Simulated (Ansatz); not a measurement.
The parent structure is BAs in the wurtzite structure (space group P6_3mc, No. 186; a = 3.354 Å, c = 5.554 Å; a cell from a computed database, its experimental status unchecked). Axes: x lies along a and z along c of the hexagonal cell.

One thing is altered: biaxial strain −1.76 %, plane normal [001], relaxed out of plane (Cartesian); in-plane vectors clamped, the third vector and the atoms free.

Levels (all Ansatz, a quantum-chemistry and plane-wave program, PAW): PBEsol (420 eV, spin-orbit coupling left out); PBEsol+SOC (420 eV, noncollinear with spin-orbit coupling).

The geometry is relaxed with PBEsol.

- PBEsol lowest conduction level above the VBM at special points = K 0.94 eV; M 1.09 eV; L 1.65 eV; H 2.55 eV
- PBEsol valence-band top at Γ = 0.00, 0.00, -0.59 eV
- PBEsol pressure = 4.91 GPa

With PBEsol+SOC at the same geometry, the lowest conduction level above the VBM at special points goes from K 0.94 eV; M 1.09 eV; L 1.65 eV; H 2.55 eV to K 0.87 eV; M 1.02 eV; L 1.59 eV; H 2.48 eV; the valence-band top at Γ (three highest Kramers pairs, from the VBM) changes from 0.00, 0.00, -0.59 eV to 0.00, -0.12, -0.68 eV; the pressure hardly moves (4.91 GPa against 4.89 GPa); the hole mass amounts to 0.54 mₑ out of plane, 0.25 mₑ in plane (at Γ).

Single points use the geometry relaxed with PBEsol. The spin-orbit shifts are approximate. The levels and masses belong to the bands next to the band gap. Masses are band curvatures over ±0.01 Å⁻¹ around the edge. Whether these cells are dynamically stable was not tested. This is not the structure that BAs has at room temperature and ambient pressure.
